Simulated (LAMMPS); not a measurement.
MD of Al (fcc) at zero pressure, 2048 atoms, as a liquid; each row is its own run.

Method: classical MD, pair style eam/alloy, file Al_zhou.eam.alloy, run in LAMMPS.

```csv
T (K),volume (Å³/atom)
840,19.126
1030,19.452
1170,19.675
1310,19.894
```

Q: Fit a straight line, y = a + b x, to these rows (x is the first column, y the second) and predict the run at x = 930.

A: Least squares gives a = 17.761 and b = 0.001633. At x = 930 the fit predicts 19.280 Å³/atom. The run itself gave 19.279 ± 0.002 Å³/atom, so the fit is 0.0052 % high, within the run's error.

Caution (rows 840; 930): this liquid lies under the measured melting point of 933 K, so it is undercooled or the potential melts low.

Caution: a run this short can hold a crystal over, or a liquid under, the potential's own melting point, which these runs don't give.
